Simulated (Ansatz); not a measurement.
Ansatz (a first-principles code) run on Cs (Pm, 4 atoms in the cell): relaxation of the atoms.

Level of theory: LDA (PW92), default PAW files made with PBE (plane waves; Ansatz).

The change in words: one atom moved by 0.15 angstrom; relax: default → atoms; relax.f_tol: default → 0.2 eV/Å. Reference geometry:
```
CELL_PARAMETERS angstrom
      5.50452     0.00000     0.00000
      0.00000     9.95239     0.00000
      0.00000     0.00000     9.25313
ATOMIC_POSITIONS crystal
  Cs 0.73537 0.60699 0.75000
  Cs 0.26463 0.39301 0.25000
  Cs 0.73537 0.89301 0.25000
  Cs 0.26463 0.10699 0.75000
```

Reference input (self-consistent single point, DFT, LDA (PW92), plane waves, default PAW files made with PBE): basis.ecutwfc = 30.9 Ry; kpoints.mp_grid.grid = 5 3 3; hamiltonian.xc = lda; hamiltonian.pseudopotentials = {kind: paw} (the program's default PAW files); scf.occupations.method = fermi_dirac; scf.occupations.width = 0.0073 Ry. This run's input differs from it in these lines:

```diff
@@ -6,3 +6,3 @@
   atoms:
-    - { symbol: Cs, position_ang: [4.04785593, 6.04100363, 6.93984375] }
+    - { symbol: Cs, position_ang: [4.19785399, 6.04100363, 6.93984375] }
     - { symbol: Cs, position_ang: [1.45666007, 3.91139037, 2.31328125] }
@@ -19,2 +19,4 @@
   occupations: { method: fermi_dirac, width: 0.0073 Ry }
+relax:
+  f_tol: 0.2
 output:
```

Output (repeated stretches shortened):

```
   [... SCF lines of the steps left out ...]
relax step   1: F+E_penalty+E_count = -22019.36226385 eV  Δ(F+E_penalty+E_count) = +0.000e0 eV  max|allowed force component| = 1.525e-2 eV/Å  Δτ_max = 0.0000 Å  (6 SCF iters, dr2 threshold 1.00e-4 eV, accepted)
relax step   2: F+E_penalty+E_count = -22019.36226388 eV  Δ(F+E_penalty+E_count) = -2.795e-8 eV  max|allowed force component| = 1.524e-2 eV/Å  Δτ_max = 0.0000 Å  (3 SCF iters, accepted)
the relaxation is at rest under the 2 symmetry operations that the run kept from its start: a minimum is not shown …
Stability not checked: this state was not tested for a lower state beside it, because too few of the mixer's solves of this state at the end of the SCF gave a …
Free energy (F): -22019.362264 eV
Internal energy: -22019.224168 eV  (E = F + TS)
E sigma→0 (E₀):  -22019.293216 eV
Entropy (-TS):   -0.138096 eV (-34.524 meV/atom)
Fermi energy:    1.619331 eV
--- Forces (eV/Å), atoms counted from 1 ---
  atom   1  Cs     0.00357762    -0.01506002    -0.00000000
   [... lines left out ...]
  F+E_penalty+E_count = -22019.36226388 eV   max|allowed force component| = 1.524e-2 eV/Å
  atoms:
    - { symbol: Cs, position: [0.7626199996511954, 0.6069899995920579, 0.7499999999999999] }
    - { symbol: Cs, position: [0.2646300001671355, 0.39301000040794204, 0.25] }
    - { symbol: Cs, position: [0.7353699998328644, 0.8930100004079421, 0.25] }
    - { symbol: Cs, position: [0.2646300001671355, 0.10698999959205796, 0.7499999999999999] }
```

The run converged.  The full log also holds: “iter 4 did not close the SCF: its close was put off for the readings that it lacked (scf_convergence_deferred on its scf_iter line)”. The full log also holds: “iter 5 did not close the SCF: its close was put off for the readings that it lacked (scf_convergence_deferred on its scf_iter line)”.

Summary of the result:
- Free energy E − TS (on the zero of these files) = -22019.3623 eV
- Fermi level (on the code's own zero) = 1.62 eV
- Pressure = -0.42 GPa
- Largest force (vector length) = 0.017 eV/Å
- Relaxation steps = 2

The starting cell comes from a database of computed structures (which also holds hypothetical and non-ambient phases and stackings), without a prior relaxation at this level. Its lattice was rescaled by up to half a per cent. For this run, on top of that: one atom moved by 0.15 angstrom. Ansatz's pressure includes its estimate of the finite-basis (Pulay) stress.

Keys are those of Ansatz 0.2.
